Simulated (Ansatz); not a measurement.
The starting structures come from a database of crystals and need not be the phases stable at ambient conditions.

The decay constant κ of evanescent states in the gap governs leakage through a thin film.

Consider the following.

```yaml
crystal:
  lattice:
    - [8.11746, 0.00000, 0.00000]
    - [3.82110, 9.06283, 0.00000]
    - [-3.86782, -1.79175, 3.63682]
  atoms:
    - { symbol: Ca, position: [0.50000, 0.50000, 0.00000] }
    - { symbol: Ca, position: [0.00000, 0.00000, 0.50000] }
    - { symbol: Ca, position: [0.94461, 0.74160, 0.67037] }
    - { symbol: Ca, position: [0.05539, 0.25840, 0.32963] }
    - { symbol: Ca, position: [0.44461, 0.75840, 0.71885] }
    - { symbol: Ca, position: [0.55539, 0.24160, 0.28115] }
    - { symbol: W, position: [0.50000, 0.00000, 0.50000] }
    - { symbol: W, position: [0.00000, 0.50000, 0.00000] }
    - { symbol: O, position: [0.44154, 0.22497, 0.54938] }
    - { symbol: O, position: [0.55846, 0.77503, 0.45062] }
    - { symbol: O, position: [0.94154, 0.27503, 0.83370] }
    - { symbol: O, position: [0.05846, 0.72497, 0.16630] }
    - { symbol: O, position: [0.22495, 0.92534, 0.98125] }
    - { symbol: O, position: [0.77505, 0.07466, 0.01875] }
    - { symbol: O, position: [0.72495, 0.57466, 0.96865] }
    - { symbol: O, position: [0.27505, 0.42534, 0.03135] }
    - { symbol: O, position: [0.17602, 0.55001, 0.51100] }
    - { symbol: O, position: [0.82398, 0.44999, 0.48900] }
    - { symbol: O, position: [0.67602, 0.94999, 0.34104] }
    - { symbol: O, position: [0.32398, 0.05001, 0.65896] }
```

Space group of this cell: P2_1/c. The cell is taken as given; by r2SCAN its mean pressure is -7.3 GPa.

Transport runs along the normal of the first two printed cell vectors.

The gap is the functional's own, uncorrected, and κ follows it; spin-orbit coupling is left out. Mid-gap values are interpolated between the computed energies.

Compute, with r2SCAN run with Ansatz (a program for electronic structure), the band gap and the smallest decay constant κ at mid-gap.

Gap 3.41 eV on a 8×4×8 mesh; κ = 0.361 1/Å, at the zone centre.
